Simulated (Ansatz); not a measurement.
# Hypothetical Fmmm Ga: pressure series

Consider Ga (space group Fmmm, No. 69; a = 2.787 Å, b = 5.032 Å, c = 10.367 Å; a hypothetical phase, not in the database extracts checked).

Cell and atoms are relaxed at each pressure.

Level of theory: PBE-D3(BJ)/PAW in Ansatz (a first-principles code), no SOC.

| pressure (GPa) | volume per atom (Å³/atom) |
|---|---|
| -2 | 18.914 |
| -1 | 18.522 |
| 0 | 18.175 |
| 0.9 | 17.889 |
| 2.1 | 17.550 |
| 4.5 | 16.968 |
| 9 | 16.120 |
| 15 | ? |
| 30 | 13.854 |

Problem. Fit the third-order Birch–Murnaghan form P(V) = (3B₀/2)[(V₀/V)^(7/3) − (V₀/V)^(5/3)]·[1 + (3/4)(B₀′ − 4)((V₀/V)^(2/3) − 1)] (squares taken in P) to the rows shown and predict the withheld row.

Solution. Least squares on the printed values gives V₀ = 18.172 Å³/atom, B₀ = 55.3 GPa, B₀′ = 5.1; this predicts 15.269 Å³/atom, and the run gives 15.276 Å³/atom, 0.007 higher.

Load acts through the strain it causes; cell and atoms are relaxed under it. No phonon test of stability was made. Competing high-pressure phases were not computed. The base started in Cmce and relaxed to Fmmm at this level.
